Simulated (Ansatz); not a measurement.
System: fluorite CoSi2. Method: PBEsol in Ansatz (PAW).

Settings: plane-wave cutoff 520 eV, 18×18×18 k mesh, Fermi–Dirac smearing 0.05 eV, no spin polarisation, scalar-relativistic PAW data made under PBE.

Computed at the level's own relaxed cell.

### Question
What does this level give for the equilibrium volume per atom, bulk modulus B0, equilibrium lattice constant a and pressure derivative B′ of the bulk modulus?

### Answer

- equilibrium volume per atom: 12.49 Å³/atom
- bulk modulus B0: 194 GPa
- equilibrium lattice constant a: 5.312 Å
- pressure derivative B′ of the bulk modulus: 4.5

The run finds no gap.

Measured, for comparison: equilibrium volume per atom 12.87 Å³/atom, lattice constant a 5.365 Å (room temperature, no zero-point or thermal correction; as tabulated in Hegde and Bowen (2014), arXiv:1405.1317). Computed (rounded) less measured: equilibrium volume per atom -3.0 %, lattice constant a -1.0 %. A static lattice is as a rule a little smaller and stiffer than an uncorrected measurement, which narrows the difference in the lattice constant a and would widen misses of the other sign.

Computed values are for the static lattice.

Cost on a shared machine: about 90 core-seconds (a rough figure).

Ansatz is an electronic-structure program.
